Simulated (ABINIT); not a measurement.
**Equation of state of hcp Ru (space group 194): energy against volume (ABINIT, LDA)**

```yaml
crystal:
  lattice:
    - [2.60460, 0.00000, 0.00000]
    - [-1.30230, 2.25565, 0.00000]
    - [0.00000, 0.00000, 4.11354]
  atoms:
    - { symbol: Ru, position: [0.66667, 0.33333, 0.75000] }
    - { symbol: Ru, position: [0.33333, 0.66667, 0.25000] }
```

Computed with LDA (PW92), norm-conserving pseudopotentials (PseudoDojo nc-sr-04 LDA standard) (plane waves; ABINIT 10.0.3). Settings: pseudos = [Ru.upf]; ecut = 57 Ha; ixc = 7; occopt = 3; tsmear = 0.05 eV; ngkpt = 18 18 10; nshiftk = 1; shiftk = 0 0 0; potentials = PseudoDojo nc-sr-04 LDA standard; nband = 22; kptopt = 1; nstep = 100; toldfe = 1e-09 Ha. The cell above is the first row's. The rows scale it uniformly. In all rows fractional positions and the k mesh are held. E is the free energy at the stated smearing, counted from the lowest row.

```csv
V (Å^3/atom),E (meV/atom)
12.0836,?
12.3463,57.79
12.6090,24.01
12.8717,5.29
13.1344,0.00
13.3971,6.67
13.6598,23.99
13.9225,50.78
14.1852,85.99
```

Taking the third-order Birch-Murnaghan form, a cubic in V^(-2/3) for E over the 8 complete rows: With u = V^(-2/3) - 0.179, the rows have u = 0.008201, 0.005592, 0.003072, 0.000636, -0.001720, -0.004000, -0.006209, -0.008349. Least squares gives E = 0.674 - 1709.96·u + 1038674·u² + 2333108·u³. Residuals (row less fit): -0.005, 0.010, -0.001, -0.007, -0.006, 0.007, 0.005, -0.004; standard error 0.009 (degrees of freedom: 4). Its minimum lies at u = 0.000821, so V0 = (0.179821)^(-3/2) = 13.11. There d²E/du² = 2089000 and d³E/du³ = 1.400e7, so B0 = (4/9) × 13.11^(-7/3) × 2089000 × 0.160218 = 367 GPa (the last factor turns the table's units into GPa), and B0' = 4 + (2/3) × 0.179821 × (1.400e7)/2089000 = 4.8. The program's pressures in the fitted runs (not shown) pass through zero at V = 13.11, 0.00 % from this V0.

Question: Estimate the missing E (V = 12.0836); what did the run itself give?

Answer: u = 0.010905, so E = 0.674 - 1709.96 × 0.010905 + 1038674 × 0.010905² + 2333108 × 0.010905³ = 108.571 meV/atom. The calculation gives 108.48 meV/atom, 0.091 meV/atom below the prediction (0.1 % of the range of E in the table). The row lies outside the fitted rows, so this is an extrapolation. From the scatter of the fitted rows alone, a prediction at this place has a standard error of 0.026 meV/atom, so the miss is 3.5 times that.

Carrying the step between the two nearest rows on in a straight line would have given 91.57, off by 16.91; series whose last step already gives the withheld value aren't shown. The scan was laid around a cell of about the measured size, scaled by a guess for this functional; axis ratios and inner coordinates come from that cell. The runs keep the symmetry of the cell, so they don't test it for distortions. Spin polarisation is off. The shape of the cell and the inner coordinates aren't relaxed, so V0 and B0 belong to this uniform scaling; a relaxed crystal lies no higher in energy and is usually softer. Cutoffs and mesh are single choices, not tested for convergence of this quantity. Series with a scatter that would blur these digits, or in which a gap closes, are not shown. Nor are scans whose minimum lies at an end fitted in this form.

Terms beyond the fitted order, or numerical noise in single rows, can give a miss of this size; the table doesn't tell which.
